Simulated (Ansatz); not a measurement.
The parent structure is ZrN in the rock salt structure (space group Fm-3m, No. 225).

```
CELL_PARAMETERS angstrom
      0.00000     2.29737     2.29737
      2.29737     0.00000     2.29737
      2.29737     2.29737     0.00000
ATOMIC_POSITIONS crystal
  N  0.00000 0.00000 0.00000
  Zr 0.50000 0.50000 0.50000
```

Calculations: Ansatz (a first-principles code) PBE, no spin-orbit coupling.

Base values:

```
Item         Result
-------  ----------
Density  7.21 g/cm³
```

The change: Y takes the place of Zr on all its sites; the structure is relaxed again.

Tabulated Pauling electronegativity and covalent radius: Zr 1.33, 1.75 Å; Y 1.22, 1.90 Å.

**Question.** What happens to the electron mass?

**Answer.** The electron mass comes out as 1.3 mₑ along k, 0.11 mₑ across (at X).

**Question.** Estimate the effect on the density.

**Answer.** The density decreases by 1.42 g/cm³ to 5.79 g/cm³.

The levels and masses belong to the bands next to the band gap. Masses are band curvatures over ±0.01 Å⁻¹ around the edge. Along k means along the line from Γ to the band edge. Whether these cells are dynamically stable was not tested. The final runs are not spin-polarised. An odd electron count without spin: ZrN.
